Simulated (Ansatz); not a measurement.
Start from TiAu in the CsCl type structure (space group Pm-3m, No. 221; a = 3.2180 Å).

It is then changed as follows: cell and atoms relaxed at a pressure of 1.5 GPa.

Levels (all Ansatz, a program for electronic structure, PAW): PBEsol (420 eV, scalar-relativistic without spin-orbit coupling); PBEsol+SOC (420 eV, spin-orbit coupling included).

The geometry is relaxed with PBEsol.

```
Quantity           Value
---------------  -------
PBEsol pressure  1.5 GPa
```

Question: Predict the pressure from PBEsol+SOC.

Answer: The pressure falls by 0.9 GPa, from 1.5 GPa to 0.6 GPa.

Single points use the geometry relaxed with PBEsol. Differences between runs with and without spin-orbit coupling are approximate. Load acts through the strain it causes; cell and atoms are relaxed under it. Whether these cells are dynamically stable was not tested. The runs without spin-orbit coupling are not spin-polarised. An odd electron count without spin: TiAu.
